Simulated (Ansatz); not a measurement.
System: cubic perovskite CsPbBr3 (cubic high-temperature phase). Method: PBE-D4 (PAW; Ansatz, a program for electronic structure).

Numerical settings: plane-wave cutoff 500 eV, 8×8×8 k mesh, gaussian smearing 0.02 eV, scalar-relativistic PAW data made under PBE.

Cell (relaxed at this level):

```xyz
5
Lattice="5.9216 0.0000 0.0000 0.0000 5.9216 0.0000 0.0000 0.0000 5.9216" Properties=species:S:1:pos:R:3 pbc="T T T"
Cs     0.0000     0.0000     0.0000
Pb     2.9608     2.9608     2.9608
Br     2.9608     2.9608     0.0000
Br     0.0000     2.9608     2.9608
Br     2.9608     0.0000     2.9608
```

### Question
Predict the band gap.

### Answer

- band gap = 1.63 eV (on the SCF k mesh)

Note: a distance lies near a switch of the dispersion term, which can move the cell; the relaxation could not lower the start's symmetry, so the cell can be a saddle point above a distorted one.

Spin–orbit coupling is not included; with these elements it can move the gap by several tenths of an eV or more.

Computing time: very roughly 23 core-seconds.
